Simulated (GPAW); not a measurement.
## σxx against uniaxial strain in bcc Mo (space group 229): C11 (GPAW, LDA)

```
Mo
1.0
   -1.53053     1.55384     1.55384
    1.53053    -1.55384     1.55384
    1.53053     1.55384    -1.55384
Mo
1
Direct
  0.00000   0.00000   0.00000
```

Computed with LDA (Perdew-Wang 92), GPAW PAW datasets LDA (gpaw-data 1.0.1) (plane waves; GPAW). Settings: mode = pw; ecut = 585 eV; xc = LDA; kpts = 40 40 40; mesh shift (steps) = 0 0 0; occupations.name = fermi-dirac; occupations.width = 0.05 eV; nbands = -7; convergence.density = 1e-06 e/electron; convergence.energy = 1e-06 eV/electron; symmetry.symmorphic = false; symmetry.tolerance = 0.0005; maxiter = 150. The cell above is the first row's. The rows stretch one cube axis (x) by the strain ε and hold the other two. Stress is positive in tension. In all rows the k mesh is held.

```csv
ε (%),σxx (GPa)
-1.5,-7.84
-1.0,-5.11
-0.5,-2.45
0.0,0.12
0.5,2.61
1.0,5.03
1.5,7.37
2.0,?
```

Taking a parabola for σxx over the 7 complete rows: Least squares gives σxx = 0.119 + 5.0693·ε - 0.1576·ε². Residuals (row less fit): 0.000, -0.002, 0.005, 0.001, -0.004, -0.001, 0.002; standard error 0.004 (degrees of freedom: 4). The slope at ε = 0, 5.0693 GPa per cent, gives C11 ≈ 100 × 5.0693 = 507 GPa, for the static lattice.

Problem. Estimate the missing σxx (ε = 2.0); what did the run itself give?

Solution. σxx = 0.119 + 5.0693 × 2.0 - 0.1576 × 2.0² = 9.627 GPa. The calculation gives 9.64 GPa, 0.013 GPa above the prediction (0.1 % of the range of σxx in the table). The row lies outside the fitted rows, so this is an extrapolation. From the scatter of the fitted rows alone, a prediction at this place has a standard error of 0.007 GPa, so the miss is 1.9 times that.

Carrying the step between the two nearest rows on in a straight line would have given 9.71, off by 0.07; series whose last step already gives the withheld value aren't shown. The reference cell has the volume at which an earlier scan in this program and functional put its minimum by a fit. The unstrained cell stands at a pressure of -0.12 GPa, and the constants belong to that pressure. Spin polarisation is off. Without a gap such slopes are sensitive to mesh and smearing. Cutoffs and mesh are single choices, not tested for convergence of this quantity. Series with a scatter that would blur these digits, or in which a gap closes, are not shown. Strain series were run only where this level's volume lies within 10 % of a first guess from the measured size.
